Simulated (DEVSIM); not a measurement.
System: Cr/La2O3/n-Ge capacitor, at 300 K.

```
layer (left to right)  material  thickness (nm)  Nd (cm⁻³)
---------------------  --------  --------------  ---------
1                         La2O3            4.90          -
2                            Ge           14000     1.7e15
```

Metal gate on the left, work function 4.5 eV. Fixed charge at the semiconductor interface 0 cm⁻² (in units of +e); no interface traps.

This is a model device: material constants are rounded textbook-type values typed into the input, and sizes, dopings and lifetimes were drawn at random. Values at 300 K.

| parameter | La2O3 | Ge |
|---|---|---|
| gap (eV) | 5.8 | 0.664 |
| affinity (eV) | 1.8 | 4 |
| permittivity | 27 | 16 |
| Nc (cm⁻³) | - | 1.04e19 |
| Nv (cm⁻³) | - | 6e18 |

Model (solved in DEVSIM): 1D Poisson equation in equilibrium, Boltzmann statistics, complete ionisation; no quantum confinement or tunnelling. Metal contacts follow the ideal Schottky-Mott rule: no Fermi-level pinning, no interface dipoles.

Question: Tabulate band edges, carrier densities and field at 0.1 V on the gate.

Answer: Energies count from the Fermi level of the right contact; mesh points crowd at the junctions.

| x (μm) | Ec (eV) | Ev (eV) | n (cm⁻³) | p (cm⁻³) | field (V/cm) |
|---|---|---|---|---|---|
| 0.000 | 2.600 | -3.200 | < 1e2 | < 1e2 | -4500 |
| 0.001304 | 2.599 | -3.201 | < 1e2 | < 1e2 | -4500 |
| 0.003206 | 2.599 | -3.201 | < 1e2 | < 1e2 | -4500 |
| 0.004652 | 2.598 | -3.202 | < 1e2 | < 1e2 | -4500 |
| 0.006840 | 0.396 | -0.268 | 2.3e12 | 1.9e14 | -7500 |
| 0.01123 | 0.393 | -0.271 | 2.6e12 | 1.7e14 | -7500 |
| 0.02181 | 0.385 | -0.279 | 3.5e12 | 1.2e14 | -7200 |
| 0.06094 | 0.359 | -0.305 | 9.9e12 | 4.4e13 | -6400 |
| 0.1418 | 0.313 | -0.351 | 5.8e13 | 7.5e12 | -4900 |
| 0.3371 | 0.249 | -0.414 | 6.7e14 | 6.5e11 | -1800 |
| 0.8085 | 0.226 | -0.438 | 1.7e15 | 2.6e11 | -42 |
| 2.639 | 0.225 | -0.439 | 1.7e15 | 2.6e11 | ≈ 0 |
| 6.366 | 0.225 | -0.439 | 1.7e15 | 2.6e11 | ≈ 0 |
| 10.79 | 0.225 | -0.439 | 1.7e15 | 2.6e11 | ≈ 0 |
| 13.03 | 0.225 | -0.439 | 1.7e15 | 2.6e11 | ≈ 0 |
| 13.60 | 0.225 | -0.439 | 1.7e15 | 2.6e11 | ≈ 0 |
| 13.84 | 0.225 | -0.439 | 1.7e15 | 2.6e11 | ≈ 0 |
| 13.94 | 0.225 | -0.439 | 1.7e15 | 2.6e11 | ≈ 0 |
| 13.98 | 0.225 | -0.439 | 1.7e15 | 2.6e11 | ≈ 0 |
| 14.00 | 0.225 | -0.439 | 1.7e15 | 2.6e11 | ≈ 0 |
| 14.00 | 0.225 | -0.439 | 1.7e15 | 2.6e11 | ≈ 0 |
| 14.01 | 0.225 | -0.439 | 1.7e15 | 2.6e11 | ≈ 0 |
